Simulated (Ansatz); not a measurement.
Consider AlN in the zinc blende structure (space group F-43m, No. 216; a = 4.3423 Å). Axes: x, y, z lie along the cube axes.

Computed with LDA (Ansatz, a first-principles code), spin-orbit coupling left out.

Strains are applied to the cell and any free atomic positions relax.

One change was made to it. Results:

| quantity | base | after |
|---|---|---|
| valley order (the lowest conduction-band minima on the path, energy above the VBM, named in the base's zone) | X along ⟨100⟩ 3.25 eV; Γ 4.39 eV | X along [001] 3.23 eV; X along [010] 3.23 eV; Γ 4.36 eV |
| smallest direct gap | 4.39 eV | 4.36 eV |
| valence-band top at Γ (three highest levels, from the VBM) | – | 0.00, -0.03, -0.05 eV |

### Question
What was done to the base?
A. tensor shear ε_xy = +0.86 %
B. tensor shear ε_xy = +1.43 %
C. tensor shear ε_xy = +0.29 %

### Answer
C, tensor shear ε_xy = +0.29 %. For comparison, the valley order in the other runs: tensor shear ε_xy = +0.86 % gives X along [001] 3.17 eV; X along [010] 3.17 eV; Γ 4.30 eV; tensor shear ε_xy = +1.43 % gives X along [001] 3.10 eV; X along [010] 3.12 eV; Γ 4.24 eV.

Stability against distortions was not tested. This is not the structure that AlN has at room temperature and ambient pressure.
